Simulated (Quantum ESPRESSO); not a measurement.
**Quick settings and what they miss: Li3Zn (Fm-3m, 4 atoms in the cell)**

Self-consistent single point.

```
Li3Zn
1.0
    0.00000     3.19216     3.19216
    3.19216     0.00000     3.19216
    3.19216     3.19216     0.00000
Li Zn
3 1
Cartesian
  1.59608   1.59608   1.59608
  4.78824   4.78824   4.78824
  3.19216   3.19216   3.19216
  0.00000   0.00000   0.00000
```

Level of theory: LDA (PW92), PseudoDojo standard norm-conserving (LDA) pseudopotentials (plane waves; Quantum ESPRESSO 7.5).

Base settings: ecutwfc = 85 Ry; occupations = smearing; smearing = cold; degauss = 0.019992 Ry; potentials = {Li: Li.upf, Zn: Zn.upf}; K_POINTS = automatic 7 7 7 0 0 0; conv_thr = 1e-10 Ry; mixing_beta = 0.7.

Tight run (finer mesh or higher cutoff; not a proven limit): ecutwfc: 85 Ry → 119 Ry; conv_thr: 1e-10 Ry → 7.3e-11 Ry; K_POINTS: automatic 7 7 7 0 0 0 → automatic 10 10 10 0 0 0. It gave Fermi level (on the code's own zero) 4.26 eV; pressure -2.18 GPa.

Quick runs, as changes from the base:
- A: the base itself
- B: ecutwfc: 85 Ry → 59 Ry; K_POINTS: automatic 7 7 7 0 0 0 → automatic 4 4 4 0 0 0; potentials: PseudoDojo standard norm-conserving (PBESOL) [PBEsol]
- C: ecutwfc: 85 Ry → 42 Ry; K_POINTS: automatic 7 7 7 0 0 0 → automatic 8 8 8 0 0 0
- D: ecutwfc: 85 Ry → 51 Ry; K_POINTS: automatic 7 7 7 0 0 0 → automatic 3 3 3 0 0 0
- E: ecutwfc: 85 Ry → 42 Ry; K_POINTS: automatic 7 7 7 0 0 0 → automatic 4 4 4 0 0 0; potentials: PseudoDojo standard norm-conserving (PBESOL) [PBEsol]
- F: ecutwfc: 85 Ry → 51 Ry; conv_thr: 1e-10 Ry → 7.3e-06 Ry; K_POINTS: automatic 7 7 7 0 0 0 → automatic 1 1 1 0 0 0

Energies are extrapolated to zero smearing width, which holds to low order in the width alone (under cold and Methfessel-Paxton smearing the free energy itself is taken).

Dashes: energy of B, E, another energy zero; pressure of F, not trusted under this conv_thr with d or f elements.

† marks runs with another functional, U, potentials or spin treatment: their distance from the tight run is not a convergence error alone.

The count of work is k-points × plane waves × bands × iterations; it is no time. 

The starting cell comes from a database of computed structures (which also holds hypothetical and non-ambient phases and stackings), without a prior relaxation at this level. Its lattice was rescaled by a random factor within 2.5 % of one.

| run | energy less tight (meV/atom) | pressure less tight (GPa) | count of work / tight |
|---|---|---|---|
| A | 1.3 | 0.02 | 0.26 |
| B† | – | -27.10 | 0.066 |
| C | 8580.5 | -370.92 | 0.13 |
| D | 1735.3 | -115.59 | 0.024 |
| E† | – | -367.32 | 0.032 |
| F | 3919.0 | – | 0.0054 |

Among the runs at the tight run's level, the energy misses run from 1.3 to 8580.5 meV/atom.
